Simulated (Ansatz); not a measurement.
**Effective masses and thermopower of MgO (I4/mmm)**

```xyz
2
Lattice="0.0000 2.1008 2.1110 2.1008 0.0000 2.1110 2.1008 2.1008 0.0000" Properties=species:S:1:pos:R:3 pbc="T T T"
Mg     0.0000     0.0000     0.0000
O      2.1008     2.1008     2.1110
```

These are PBEsol, rigid bands (plane waves, PAW, scalar-relativistic; Ansatz, a first-principles code) values and carry that method's errors. Condition of this run: biaxial stress xx = yy = 1 GPa (compression positive) (the target of the relaxation). Geometry: cell and atoms relaxed with PBEsol, then loaded as said.

```yaml
band_gap: 4.65 eV
electron conductivity mass (300 K, dilute): 0.35 mₑ
hole conductivity mass (300 K, dilute): 2.3 (x), 2.3 (y), 2.3 (z) mₑ
effective density of states N_c (300 K): 5.2e18 cm⁻³
effective density of states N_v (300 K): 2.3e20 cm⁻³
density_of_states_mass_electrons: 0.35 mₑ
density_of_states_mass_holes: 4.4 mₑ
Seebeck coefficient, n-type 1e19 cm⁻³, 300 K: -172 μV/K
best n-type power factor at 300 K for τ = 10 fs (best axis; densities from 1e16 to 1e21 cm⁻³ tried, whether or not they can be reached): 2.4 μW/(cm·K²) at 3e19 cm⁻³
Seebeck coefficient, p-type 1e19 cm⁻³, 300 K: 505 μV/K
```

Rigid bands; masses and Seebeck coefficients take one relaxation time τ for all states and one kind of carrier; polarons and phonon drag are left out. Spin-orbit coupling is left out.
